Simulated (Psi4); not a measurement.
Psi4 1.11, HF/def2-svpd: digermane ([GeH3][GeH3]), 8 atoms. The geometry is a generated start, not checked to be a minimum at this level.

- task: energy
- method: scf
- basis: def2-svpd
- memory: 3 GB
- maxiter: 100
- keys of the molecule block: symmetry c1
- scf_type: df (default)
- diis_max_vecs: 10 (default)
- scf_initial_accelerator: adiis (default)
- e_convergence: 1e-06 (default)
- d_convergence: 1e-06 (default)
- basis functions: 124

```xyz
8

Ge    -1.1754     0.1168    -0.0203
Ge     1.1759    -0.1166     0.0202
H     -1.8299    -0.6885    -1.1007
H     -1.6259     1.5279    -0.2441
H     -1.8330    -0.3147     1.2546
H      1.6274    -1.4549     0.5193
H      1.8534     0.8891     0.8999
H      1.8074     0.0411    -1.3290
```

With the defaults (damping_percentage = 0, guess = auto, which took SAD, level_shift = 0, level_shift_cutoff = 0.01, soscf = false, soscf_start_convergence = 0.01, diis_start = 1) it converges in 7 SCF iterations. One run each on 2 threads, with these changes:…
- damping_percentage = 20
- diis_start = 4
- guess = huckel
- guess = sapgau
- soscf = true, soscf_start_convergence = 0.001
- guess = modhuckel
- level_shift = 0.1, level_shift_cutoff = 0.001
- guess = core
- damping_percentage = 60

**Question.** Name the settings that don't reach the solution of the defaults.

**Answer.** No convergence: damping_percentage = 60 (the run ends without SCF convergence in 100 iterations). The rest reach the solution of the defaults.

```json
[
 {"setting": "the defaults", "SCF iterations": "7", "JK calls": "8", "end": "same solution"},
 {"setting": "soscf = true, soscf_start_convergence = 0.001", "SCF iterations": "7", "JK calls": "18", "end": "same solution"},
 {"setting": "guess = sapgau", "SCF iterations": "7", "JK calls": "7", "end": "same solution"},
 {"setting": "guess = modhuckel", "SCF iterations": "8", "JK calls": "19", "end": "same solution"},
 {"setting": "level_shift = 0.1, level_shift_cutoff = 0.001", "SCF iterations": "8", "JK calls": "9", "end": "same solution"},
 {"setting": "guess = huckel", "SCF iterations": "8", "JK calls": "19", "end": "same solution"},
 {"setting": "guess = core", "SCF iterations": "9", "JK calls": "9", "end": "same solution"},
 {"setting": "diis_start = 4", "SCF iterations": "9", "JK calls": "10", "end": "same solution"},
 {"setting": "damping_percentage = 20", "SCF iterations": "18", "JK calls": "19", "end": "same solution"},
 {"setting": "damping_percentage = 60", "SCF iterations": "100", "JK calls": "101", "end": "no convergence"}
]
```

An SOSCF iteration holds several JK calls; a Hückel guess adds calls on atoms.
